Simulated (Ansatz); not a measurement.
CsPbCl3 (Amm2, No. 38, 10 atoms in the cell; start mp-1539667)

Computed with LDA (PAW; Ansatz, an electronic-structure program).

Settings: plane-wave cutoff 520 eV, 6×4×4 k mesh (along the axes of the cell as run), Fermi–Dirac smearing 0.01 eV, scalar-relativistic PAW data made under PBE.

Cell (relaxed at this level):

```
CsPbCl3
1.0
    5.61898     0.00000     0.00000
    0.00000     5.36815     5.38744
    0.00000    -5.36815     5.38744
Cs Pb Cl
2 2 6
Direct
  0.50000   0.51842   0.51842
  0.50000   0.97608   0.97608
  0.00000   0.50124   0.01200
  0.00000   0.01200   0.50124
  0.00000   0.18551   0.82516
  0.00000   0.82516   0.18551
  0.50000   0.00060   0.50647
  0.50000   0.50647   0.00060
  0.00000   0.70272   0.70272
  0.00000   0.34382   0.34382
```

For CsPbCl3 (Amm2, No. 38, 10 atoms in the cell; start mp-1539667), the band gap is 1.92 eV (on the SCF k mesh) and the direct gap at Γ is 3.52 eV.

Note: the relaxation could not lower the start's symmetry, so the cell can be a saddle point above a distorted one.

Spin–orbit coupling is not included; with these elements it can move the gap by several tenths of an eV or more.

The computed numbers hold no vibrational or temperature effects.

A start named mp-… is a Materials Project structure, which need not be a measured phase.
